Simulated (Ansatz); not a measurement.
## Response to strain in TiO2

Take TiO2 in the anatase structure (space group I4_1/amd, No. 141) as the base.

```yaml
crystal:
  lattice:
    - [-1.86967, 1.86967, 4.72754]
    - [1.86967, -1.86967, 4.72754]
    - [1.86967, 1.86967, -4.72754]
  atoms:
    - { symbol: Ti, position: [0.75000, 0.25000, 0.50000] }
    - { symbol: Ti, position: [0.00000, 0.00000, 0.00000] }
    - { symbol: O, position: [0.54202, 0.04202, 0.50000] }
    - { symbol: O, position: [0.79202, 0.79202, 0.00000] }
    - { symbol: O, position: [0.20798, 0.20798, 0.00000] }
    - { symbol: O, position: [0.95798, 0.45798, 0.50000] }
```

Cartesian axes are those of the cell as printed.

Strains are applied to the cell and any free atomic positions relax; under biaxial strain the out-of-plane vector relaxes too.

Calculations: LDA (Ansatz, a first-principles code; PAW; 420 eV plane waves; no spin-orbit coupling).

Candidates:
(a) biaxial strain −3.00 %, plane normal [001], relaxed out of plane
(b) biaxial strain −1.80 %, plane normal [001], relaxed out of plane
(c) biaxial strain −2.40 %, plane normal [001], relaxed out of plane

Question: Order them by out-of-plane strain, lowest first.

Answer: (b) biaxial strain −1.80 %, plane normal [001], relaxed out of plane (+3.03 %), (c) biaxial strain −2.40 %, plane normal [001], relaxed out of plane (+4.11 %), (a) biaxial strain −3.00 %, plane normal [001], relaxed out of plane (+5.19 %)

No phonon test of stability was made. The final runs are not spin-polarised.
